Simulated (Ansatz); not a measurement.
WIr (model structure, Pm-3m, No. 221, 2 atoms in the cell) was calculated with LDA in Ansatz (PAW).

Run with plane-wave cutoff 520 eV, 18×18×18 k mesh, Fermi–Dirac smearing 0.05 eV, no spin polarisation, scalar-relativistic PAW data made under PBE.

Cell (relaxed at this level):

```xyz
2
Lattice="3.1043 0.0000 0.0000 0.0000 3.1043 0.0000 0.0000 0.0000 3.1043" Properties=species:S:1:pos:R:3 pbc="T T T"
Ir     0.0000     0.0000     0.0000
W      1.5521     1.5521     1.5521
```

Question: Predict the bulk modulus B0.

Answer: 
- bulk modulus B0 = 343 GPa

Note: the run has no spin polarisation, so it can have missed a magnetic state; the bulk modulus is −V dP/dV from two relaxed cells at ±2 % in volume; the relaxation could raise the start's symmetry but not lower it, so the cell can be a saddle point.

Spin–orbit coupling is not included.

The result took around 40 core-seconds (rough).

A model structure was made by putting elements into a prototype or built by hand; it is no filed structure, need not be a known phase, and can be a saddle point held by its symmetry.

Ansatz is a first-principles code.
